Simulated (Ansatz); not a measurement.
Reference: ZnSe (F-43m), PBEsol with spin-orbit coupling, rigid bands (plane waves, PAW; Ansatz, a quantum-chemistry and plane-wave program); geometry: cell and atoms relaxed with PBEsol.

Space group F-43m (No. 216); a = 5.6332 Å, b = 5.6332 Å, c = 5.6332 Å, α = 90.00°, β = 90.00°, γ = 90.00°

```
atom  site  symmetry       x       y       z
----  ----  --------  ------  ------  ------
Zn      4a      -43m  0.0000  0.0000  0.0000
Se      4c      -43m  0.2500  0.2500  0.2500
```
(The calculation used a cell of 2 atoms; values per cell refer to that cell.)

- band gap = 1.11 eV
- hole conductivity mass = 0.66 mₑ
- Seebeck coefficient, p-type 1e19 cm⁻³ = 297 μV/K

**Question.** Replace Se by S on the same sites and relax. What happens?

**Answer.** ZnS (F-43m): volume per atom 22.3 to 19.2 Å³; band gap rises (1.11 eV to 2.07 eV); hole conductivity mass rises (0.66 mₑ to 0.84 mₑ); Seebeck coefficient, p-type 1e19 cm⁻³ rises (297 μV/K to 383 μV/K).

**Question.** Replace Zn by Cd on the same sites and relax. What happens?

**Answer.** CdSe (F-43m): volume per atom 22.3 to 28.1 Å³; band gap falls (1.11 eV to 0.36 eV); hole conductivity mass rises (0.66 mₑ to 0.76 mₑ); Seebeck coefficient, p-type 1e19 cm⁻³ stays about the same (297 μV/K to 305 μV/K).

**Question.** Swap Zn for Be, keeping the structure type. How do these values move?

**Answer.** BeSe (F-43m): volume per atom 22.3 to 16.9 Å³; band gap rises (1.11 eV to 2.32 eV); hole conductivity mass falls (0.66 mₑ to 0.56 mₑ); Seebeck coefficient, p-type 1e19 cm⁻³ stays about the same (297 μV/K to 290 μV/K).

Moves up to 5 % count as about the same. Masses are for dilute carriers at 300 K, harmonic means over directions unless an axis is named. Seebeck coefficients are for the stated density at 300 K, with one relaxation time for all states and whether or not that doping can be reached.
